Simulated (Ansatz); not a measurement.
For SnAu (P6₃/mmc, No. 194), PBEsol in Ansatz (PAW) gives:

```
Quantity               Value
-------------------  -------
lattice constant a   4.332 Å
lattice parameter c  5.555 Å
```

Task: What does r²SCAN (plane waves, PAW; Ansatz, a program for electronic structure) give for the same quantities?

Result: 
- lattice constant a: 4.354 Å (increases by 0.5 %)
- lattice parameter c: 5.609 Å (grows by 1.0 %)

Changes are worked out from the printed values.

Unless a cell is named, each level is at its own relaxed cell (PBEsol 22.57, r²SCAN 23.02 Å³/atom).

Levels without +SOC leave out spin–orbit coupling, which shifts energies and cells of such heavy elements.

Caveats: the relaxation could not lower the start's symmetry, so the cell can be a saddle point above a distorted one (PBEsol, r²SCAN). Ansatz's density-functional and Hartree–Fock values are scalar-relativistic unless marked +SOC, with PAW data made under PBE.
